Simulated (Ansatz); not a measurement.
Pd₃InN (model structure, started from the Ni3MgC type, Pm-3m, No. 221, 5 atoms in the cell), treated with LDA in Ansatz (PAW).

Run with plane-wave cutoff 520 eV, 14×14×14 k mesh, Fermi–Dirac smearing 0.05 eV, scalar-relativistic PAW data made under PBE.

Cell (relaxed at this level):

Space group Pm-3m (No. 221); a = b = c = 4.107 Å, α = β = γ = 90.00°

| atom | site | symmetry | x | y | z |
|---|---|---|---|---|---|
| In | 1a | m-3m | 0.0000 | 0.0000 | 0.0000 |
| Pd | 3c | 4/mm.m | 0.0000 | 0.5000 | 0.5000 |
| N | 1b | m-3m | 0.5000 | 0.5000 | 0.5000 |

Question: What does this level give for the bulk modulus?

Answer: 
- bulk modulus = 203 GPa

The run finds no gap.

Note: the bulk modulus is −V dP/dV from two relaxed cells at ±2 % in volume; the relaxation could raise the start's symmetry but not lower it, so the cell can be a saddle point.

Spin–orbit coupling is not included; it can open a gap where bands touch, and shift volumes and moduli.

A model structure was made by putting elements into a prototype or built by hand; it is no filed structure, need not be a known phase, and can be a saddle point held by its symmetry.

Ansatz is an electronic-structure program.
